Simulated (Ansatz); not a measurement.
Antifluorite Be2C was calculated with BLYP (Ansatz, an electronic-structure program, plane waves, PAW).

Numerical settings: plane-wave cutoff 520 eV, 14×14×14 k mesh, Fermi–Dirac smearing 0.01 eV, scalar-relativistic PAW data made under PBE.

The volume scan:

```json
[
 {"V (Å³/atom)": "6.428", "E − E_lowest (meV/atom)": "16.57", "P (GPa)": "13.54"},
 {"V (Å³/atom)": "6.564", "E − E_lowest (meV/atom)": "7.14", "P (GPa)": "8.62"},
 {"V (Å³/atom)": "6.701", "E − E_lowest (meV/atom)": "1.74", "P (GPa)": "4.12"},
 {"V (Å³/atom)": "6.838", "E − E_lowest (meV/atom)": "0.00", "P (GPa)": "0.01"},
 {"V (Å³/atom)": "6.975", "E − E_lowest (meV/atom)": "1.61", "P (GPa)": "-3.74"},
 {"V (Å³/atom)": "7.111", "E − E_lowest (meV/atom)": "6.29", "P (GPa)": "-7.17"},
 {"V (Å³/atom)": "7.248", "E − E_lowest (meV/atom)": "13.77", "P (GPa)": "-10.30"}
]
```

Question: Estimate the bulk modulus from the pressures at 6.701 and 6.975 Å³/atom, and compare it with a fit to all energies.

Answer: B = −V dP/dV. Between V = 6.701 and 6.975 Å³/atom, dP/dV = (-3.74 − (4.12))/(6.975 − 6.701) = -28.7 GPa per Å³/atom; at the midpoint 6.838 Å³/atom this gives B ≈ 196 GPa. The third-order Birch–Murnaghan fit gives V0 = 6.838 Å³/atom, B0 = 196 GPa, B′ = 3.5, which lies within 1 % of that estimate.

Measured, for comparison: equilibrium volume per atom 6.81 Å³/atom (temperature not stated, not corrected to a static lattice; as tabulated in Freccero, Grin, Wagner, Dalton Trans. (2023), ESI). Computed (rounded) less measured: equilibrium volume per atom +0.4 %.

The result took roughly 14 core-seconds.
